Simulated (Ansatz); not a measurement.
MoS2, pressure series

Consider MoS2 in the 2H-MoS2 type structure (space group P6_3/mmc, No. 194; a = 3.1730 Å, c = 12.4366 Å; layered, stacked along the Cartesian z axis).

Cell and atoms are relaxed at each pressure.

The values are results of DFT with r2SCAN+rVV10, PAW potentials and a 500 eV plane-wave cutoff in Ansatz (a program for electronic structure), without spin-orbit coupling, not measurements.

Candidates:
(a) pressure 60 GPa
(b) pressure 18 GPa
(c) pressure 9 GPa
(d) pressure 1.8 GPa

Base values:

- Band gap = 1.01 eV

### Question
Order them by band gap, lowest first.

### Answer
(a) pressure 60 GPa (zero), (b) pressure 18 GPa (0.26 eV), (c) pressure 9 GPa (0.54 eV), (d) pressure 1.8 GPa (0.87 eV)

A case with no gap was solved on a k-mesh chosen for an insulator, which is coarse for it. Load acts through the strain it causes; cell and atoms are relaxed under it. Whether these cells are dynamically stable was not tested. Competing high-pressure phases were not computed. The final runs are not spin-polarised. A zero or small gap of MoS2 under pressure 18 GPa can be the functional's error rather than a property of the material.
